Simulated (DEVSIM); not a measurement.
System: Al/SiO2/p-Si capacitor, at 300 K.

| layer (left to right) | material | thickness (nm) | Na (cm⁻³) |
|---|---|---|---|
| 1 | SiO2 | 9.70 | - |
| 2 | Si | 780 | 5.4e17 |

Metal gate on the left, work function 4.1 eV. Fixed charge at the semiconductor interface 1.7e10 cm⁻² (in units of +e); no interface traps.

Constants are typed, rounded textbook-type inputs, not results; the design itself was drawn at random and stands for no fabricated device. Values at 300 K.

| parameter | SiO2 | Si |
|---|---|---|
| gap (eV) | 9 | 1.124 |
| affinity (eV) | 0.9 | 4.05 |
| permittivity | 3.9 | 11.7 |
| Nc (cm⁻³) | - | 2.86e19 |
| Nv (cm⁻³) | - | 3.1e19 |

Simulated with DEVSIM: 1D Poisson equation in equilibrium, Boltzmann statistics, complete ionisation; no quantum confinement or tunnelling. Metal contacts follow the ideal Schottky-Mott rule: no Fermi-level pinning, no interface dipoles.

Task: Tabulate band edges, carrier densities and field at 0.2 V on the gate.

Result: Energies count from the Fermi level of the right contact; mesh points crowd at the junctions.

| x (μm) | Ec (eV) | Ev (eV) | n (cm⁻³) | p (cm⁻³) | field (V/cm) |
|---|---|---|---|---|---|
| 0.000 | 3.000 | -6.000 | < 1e2 | < 1e2 | 770000 |
| 0.001032 | 3.079 | -5.921 | < 1e2 | < 1e2 | 770000 |
| 0.002754 | 3.211 | -5.789 | < 1e2 | < 1e2 | 770000 |
| 0.005472 | 3.420 | -5.580 | < 1e2 | < 1e2 | 770000 |
| 0.008278 | 3.635 | -5.365 | < 1e2 | < 1e2 | 770000 |
| 0.009466 | 3.727 | -5.274 | < 1e2 | < 1e2 | 770000 |
| 0.01040 | 0.612 | -0.512 | 1.5e9 | 7.7e10 | 250000 |
| 0.01319 | 0.679 | -0.445 | 1.1e8 | 1.0e12 | 230000 |
| 0.01768 | 0.773 | -0.351 | 2900000 | 4.0e13 | 190000 |
| 0.02592 | 0.903 | -0.221 | 19000 | 6.0e15 | 120000 |
| 0.04271 | 1.008 | -0.116 | 330 | 3.5e17 | 19000 |
| 0.09365 | 1.019 | -0.105 | 220 | 5.4e17 | ≈ 0 |
| 0.1759 | 1.019 | -0.105 | 220 | 5.4e17 | ≈ 0 |
| 0.3375 | 1.019 | -0.105 | 220 | 5.4e17 | ≈ 0 |
| 0.5919 | 1.019 | -0.105 | 220 | 5.4e17 | ≈ 0 |
| 0.6897 | 1.019 | -0.105 | 220 | 5.4e17 | ≈ 0 |
| 0.7394 | 1.019 | -0.105 | 220 | 5.4e17 | ≈ 0 |
| 0.7647 | 1.019 | -0.105 | 220 | 5.4e17 | ≈ 0 |
| 0.7803 | 1.019 | -0.105 | 220 | 5.4e17 | ≈ 0 |
| 0.7855 | 1.019 | -0.105 | 220 | 5.4e17 | ≈ 0 |
| 0.7881 | 1.019 | -0.105 | 220 | 5.4e17 | ≈ 0 |
| 0.7897 | 1.019 | -0.105 | 220 | 5.4e17 | ≈ 0 |
